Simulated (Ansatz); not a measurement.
Cells marked so need not be the phases stable at ambient conditions, and some may be hypothetical.

No gap correction and no spin-orbit coupling; mid-gap values are interpolated between computed energies.

A. Ba2LaTaO6 (R-3, not sure to be the ambient phase, 10 atoms a cell, 16.6 Å³ an atom, -3 GPa at this level), along the normal of (110)
B. SrHfN2 (R-3m, not sure to be the ambient phase, 4 atoms a cell, 14.4 Å³ an atom, -2 GPa at this level), along the normal of (110)
C. Ba₃SrNb₂O₉ (P-3m1, not sure to be the ambient phase, 15 atoms a cell, 16.3 Å³ an atom, -6 GPa at this level), along the normal of (100)
D. TaAgO3 (R-3c, not sure to be the ambient phase, 10 atoms a cell, 12.5 Å³ an atom, -7 GPa at this level), along the normal of (110)

**Question.** Rank these by mid-gap decay constant of the slowest evanescent state (lowest first), as r2SCAN (Ansatz, a quantum-chemistry and plane-wave program) gives it.

**Answer.** B (0.12 1/Å), D (0.25 1/Å), C (0.34 1/Å), A (0.39 1/Å)
